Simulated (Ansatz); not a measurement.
CF2 on the 1x1 (111) surface of fcc Ni, ferromagnetic, one in a 2x2 cell, energies for each (21.5 Å²). Energies are against CF4(g) − F2(g), without zero-point or thermal terms; each row is named by its start. No converged result for: 2 more starts.

These are PBE (plane waves to 420 eV, PAW; Ansatz, a quantum-chemistry and plane-wave program) values and carry that method's errors.

Slab: 19 atoms, 6.0 Å thick at the start under the adsorbate (thin: gaps and levels are the slab's own); k 7x7x1, smearing 0.1 eV, dipole-corrected; 8 atoms held, the rest relaxed; each run with such symmetry as its start has; spin-polarised, no spin-orbit, no U, no dispersion correction.

A negative adsorption energy means that the adsorbate is more stable on the surface than in its reference. Heights count from the host atoms within 0.3 Å of the top one.

| starting site | E_ads (eV) | height (Å) | nearest host atom (Å) | bonded to | Δ work function (eV) | lateral drift (Å) | moment (μB) |
|---|---|---|---|---|---|---|---|
| hollow Ni-Ni-Ni over Ni at depth 4.0 Å | 5.68 | [?] | Ni 1.85 | 3 Ni | [?] | 0.4 | 9.6 |
| bridge Ni-Ni (span 2.5 Å) | [?] | [?] | Ni 1.91 | 2 Ni | 0.58 | 0.0 | 9.4 |

**Question.** What belongs in the gaps?

**Answer.** 
- hollow Ni-Ni-Ni over Ni at depth 4.0 Å, height (Å): 1.58
- hollow Ni-Ni-Ni over Ni at depth 4.0 Å, Δ work function (eV): 0.34
- bridge Ni-Ni (span 2.5 Å), E_ads (eV): 5.31
- bridge Ni-Ni (span 2.5 Å), height (Å): 1.56
